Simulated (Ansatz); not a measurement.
This Ansatz (a program for electronic structure) input is the reference run, GaN in the zinc blende structure (space group F-43m, No. 216), computed with LDA, PAW, 420 eV (Ansatz; spin-orbit coupling left out):

Ansatz 0.2 input:
```yaml
crystal:
  lattice:
    - [0, 2.2276867805, 2.2276867805]
    - [2.2276867805, 0, 2.2276867805]
    - [2.2276867805, 2.2276867805, 0]
  atoms:
    - { symbol: Ga, position: [0, 0, 0] }
    - { symbol: N, position: [0.25, 0.25, 0.25] }
basis: { ecutwfc: 420, ecutrho_ratio: 4, xc_grid: 2, fft_grid_basis: typed }
kpoints: { mp_grid: { grid: [13, 13, 13] } }
hamiltonian:
  xc: lda
  dispersion: none
  pseudopotentials: { kind: paw }
scf: { occupations: { method: fermi_dirac, width: 0.05 }, convergence: { dr2_threshold: 0.0000000002 } }
output: { forces: true, stress: true }
checkpoint: { write: state.ck, write_every: 1000 }
```

Task: Write the input for this change: the cell is scaled by 1.0150 in all directions, atoms relaxed at fixed cell.

Result: 
Ansatz 0.2 input:
```yaml
crystal:
  lattice:
    - [0, 2.2611020822, 2.2611020822]
    - [2.2611020822, 0, 2.2611020822]
    - [2.2611020822, 2.2611020822, 0]
  atoms:
    - { symbol: Ga, position: [0, 0, 0] }
    - { symbol: N, position: [0.25, 0.25, 0.25] }
basis: { ecutwfc: 420, ecutrho_ratio: 4, xc_grid: 2, fft_grid_basis: typed }
kpoints: { mp_grid: { grid: [13, 13, 13] } }
hamiltonian:
  xc: lda
  dispersion: none
  pseudopotentials: { kind: paw }
scf: { occupations: { method: fermi_dirac, width: 0.05 }, convergence: { dr2_threshold: 0.0000000002 } }
relax: { f_tol: 0.005, max_steps: 50 }
output: { forces: true, stress: true }
checkpoint: { write: state.ck, write_every: 1000 }
```
This is the input that was run.

The cells carry an imposed strain or load. No phonon test of stability was made. This is not the structure that GaN has at room temperature and ambient pressure.
